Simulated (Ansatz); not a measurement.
MgO in the rock salt structure, the quasi-harmonic free energy with PBEsol in Ansatz (an electronic-structure program). The pressure is 30 GPa. The structure is held there; whether it is the stable one at that pressure was not tested.

```
T (K)  α_L (10⁻⁶/K)  C_P (J/mol/K)  bulk modulus B_T (GPa)     γ
-----  ------------  -------------  ----------------------  ----
100             0.8            5.2                     ___  1.16
250             4.7           28.4                     266  1.30
400             6.7           39.7                     ___  1.33
450             7.1           41.7                     262  1.33
500             7.4           43.3                     260  1.34
600             7.8           45.6                     258  1.34
750             8.2           47.7                     254  1.35
900             8.5           49.0                     251  1.35
```

Q: Complete the blanks.

A: 
- 100, bulk modulus B_T (GPa): 268
- 400, bulk modulus B_T (GPa): 263

Whether this phase is the stable one at each condition was not tested.
